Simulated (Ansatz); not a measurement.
Base system: ScPt in the CsCl type structure (space group Pm-3m, No. 221; a = 3.260 Å; relaxed with 0.1 eV smearing). Axes: x, y, z lie along the cube axes.

Level of theory: PBEsol/PAW in Ansatz (an electronic-structure program), no spin-orbit coupling.

It is then changed as follows: the cell is compressed by 1.06 % along z with no lateral relaxation; the atoms relax in the strained cell.

Q: Predict the stress tensor and what it implies for the stiffness.

A: Stress of the strained cell less that of the base (GPa, compression positive):
```
    1.5     0.0     0.0
    0.0     1.5     0.0
    0.0     0.0     2.0
```

Then −Δσ_ii/ε with ε = -0.0106 gives relaxed-ion elastic constants: C33 ≈ 190 GPa, C13 ≈ 137 GPa and C23 ≈ 137 GPa.

Whether these cells are dynamically stable was not tested. All final runs are without spin polarisation.
